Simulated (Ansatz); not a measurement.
Consider BN in the wurtzite structure (space group P6_3mc, No. 186).

```cif
data_B2N2
_chemical_formula_sum 'B2 N2'
_space_group_name_H-M_alt 'P 1'
_space_group_IT_number 1
_cell_length_a 2.54100
_cell_length_b 2.54100
_cell_length_c 4.20330
_cell_angle_alpha 90.000
_cell_angle_beta 90.000
_cell_angle_gamma 120.000
loop_
_space_group_symop_operation_xyz
  'x, y, z'
loop_
_atom_site_label
_atom_site_type_symbol
_atom_site_fract_x
_atom_site_fract_y
_atom_site_fract_z
_atom_site_occupancy
B1 B 0.33333 0.66667 0.00027 1
B2 B 0.66667 0.33333 0.50027 1
N1 N 0.33333 0.66667 0.37473 1
N2 N 0.66667 0.33333 0.87473 1
```

Level of theory: PBEsol/PAW in Ansatz (a first-principles code), spin-orbit coupling left out.

Before the change:

* **Valence-band top at Γ**: 0.00, 0.00, -0.28 eV
* **Band gap**: 4.96 eV

Now apply this change: an isotropic linear strain of −3.00 %, atoms relaxed at fixed cell.

Problem. Estimate the effect on the valence-band top at Γ and band gap.

Solution. The valence-band top at Γ (three highest levels, from the VBM) goes from 0.00, 0.00, -0.28 eV to 0.00, 0.00, -0.36 eV; the band gap decreases by 0.216 eV, from 4.96 eV to 4.75 eV.

No phonon test of stability was made.
